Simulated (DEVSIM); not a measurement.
Structure: abrupt InP p-n junction, at 400 K.

```
layer (left to right)  material  thickness (μm)  Nd (cm⁻³)  Na (cm⁻³)  τn (s)  τp (s)
---------------------  --------  --------------  ---------  ---------  ------  ------
1                           InP            6.50          -       7e17    5e-8    5e-8
2                           InP            4.50     9.6e14          -    5e-8    5e-8
```

Left contact: ohmic. Right contact: ohmic. Voltage is applied to the left contact. Recombination: SRH at mid-gap, radiative. Mobility is μmin + (μ − μmin)/(1 + (N/Nref)^α).

Constants are typed, rounded textbook-type inputs, not results; the design itself was drawn at random and stands for no fabricated device. Values at 300 K; Nc and Nv go as T^1.5, mobilities as T to minus their exponent, the gap by Varshni's rule with the affinity fixed.

| parameter | InP |
|---|---|
| gap (eV) | 1.344 |
| affinity (eV) | 4.38 |
| permittivity | 12.5 |
| Nc (cm⁻³) | 5.7e17 |
| Nv (cm⁻³) | 1.1e19 |
| μn (cm²/Vs) | 5200 |
| μp (cm²/Vs) | 170 |
| μn,min | 400 |
| μp,min | 10 |
| Nref,n | 3e17 |
| Nref,p | 4.9e17 |
| αn | 0.47 |
| αp | 0.62 |
| T exponent of μn | 2 |
| T exponent of μp | 2 |
| B (cm³/s) | 1.2e-10 |
| Varshni α (eV/K) | 0.000363 |
| Varshni β (K) | 162 |

Simulated with DEVSIM: 1D drift-diffusion, Boltzmann statistics, complete ionisation; no tunnelling, impact ionisation, image-force lowering or self-heating.

The temperature was swept, all else fixed.

| temperature (K) | potential step across the device at zero bias (V) | largest field in the device at zero bias (V/cm) | dark forward voltage at 100 A/cm² (V) | dark forward voltage at 1 A/cm² (V) |
|---|---|---|---|---|
| 250 | 1.175 | 43000 | 1.175 | 1.020 |
| 300 | 1.108 | 46000 | 1.115 | 0.927 |
| 350 | 1.038 | 49000 | 1.054 | 0.832 |
| 400 | 0.967 | 52000 | (withheld) | (withheld) |
| 450 | 0.893 | 55000 | 0.929 | 0.637 |
| 500 | 0.818 | 58000 | 0.864 | 0.537 |

Question: Some entries are withheld; supply them.

Answer: 
- 400, dark forward voltage at 100 A/cm² (V): 0.992
- 400, dark forward voltage at 1 A/cm² (V): 0.735
